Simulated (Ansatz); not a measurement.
## Cd (R-3m, No. 166, 1 atom in the cell; start mp-1183542; another form than the element's usual one)

Level of theory: LDA (plane waves, PAW; Ansatz, a program for electronic structure).

Settings: plane-wave cutoff 520 eV, 22×22×22 k mesh, Fermi–Dirac smearing 0.05 eV, scalar-relativistic PAW data made under PBE.

Cell (relaxed at this level):

```yaml
crystal:
  lattice:
    - [1.57303, 0.90819, 2.33904]
    - [-1.57303, 0.90819, 2.33904]
    - [0.00000, -1.81638, 2.33904]
  atoms:
    - { symbol: Cd, position: [0.00000, 0.00000, 0.00000] }
```

* **band gap**: none
* **bulk modulus**: 67.0 GPa

Note: the relaxation could not lower the start's symmetry, so the cell can be a saddle point above a distorted one; the bulk modulus is −V dP/dV from two relaxed cells at ±2 % in volume.

Spin–orbit coupling is not included.

The computed numbers hold no vibrational or temperature effects.

Cost on a shared machine: roughly 70 core-seconds.

A start named mp-… is a Materials Project structure, which need not be a measured phase.
